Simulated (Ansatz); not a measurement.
Here is the system:

```xyz
4
Lattice="4.6746 0.0000 0.0000 0.0000 3.6783 0.0000 0.0000 0.0000 18.2807" Properties=species:S:1:pos:R:3 pbc="T T T"
As     2.6571     0.0000    10.3426
As     4.3548     1.8391    10.3426
As     2.0175     0.0000     7.9381
As     0.3198     1.8391     7.9381
```

The numbers are results of PBE, rigid bands (plane waves, PAW, scalar-relativistic; Ansatz, an electronic-structure program), not measurements. Condition of this run: uniaxial strain xx -2 %, other axes clamped. How the cell was made: cell and atoms relaxed with PBE, then loaded as said.

Predict the electron conductivity mass (n e² τ/σ) at 300 K, by direction if it differs.

0.25 (x), 1.22 (y) mₑ.

And the band gap?

0.64 eV at this level; semilocal functionals usually fall short of the measured gap.

Rigid bands, one relaxation time for all states, no polarons. Spin-orbit coupling is left out; where it splits the top of the valence band it changes the hole mass and lowers the gap by about a third of the splitting.
